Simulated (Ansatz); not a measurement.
The parent structure is Pt in the fcc (Cu type) structure (space group Fm-3m, No. 225; a = 3.942 Å; relaxed with 0.1 eV smearing). Axes: x, y, z lie along the cube axes.

Computed with Ansatz (a first-principles code), r2SCAN, PAW, cutoff 500 eV, without spin-orbit coupling, earlier PAW set.

For the base:

| Property | Value |
|---|---|
| Volume per atom | 15.31 Å³ |

One thing is altered: biaxial strain −2.33 %, plane normal [001], relaxed out of plane (Cartesian); in-plane vectors clamped, the third vector and the atoms free.

Predict the new volume per atom.

The volume per atom decreases by 0.22 Å³, from 15.31 Å³ to 15.09 Å³.

What does the calculation give for the in-plane stress after the change?

The mean in-plane stress (compression positive) comes out as +6.7 GPa.

Stability against distortions was not tested. The final runs are not spin-polarised.
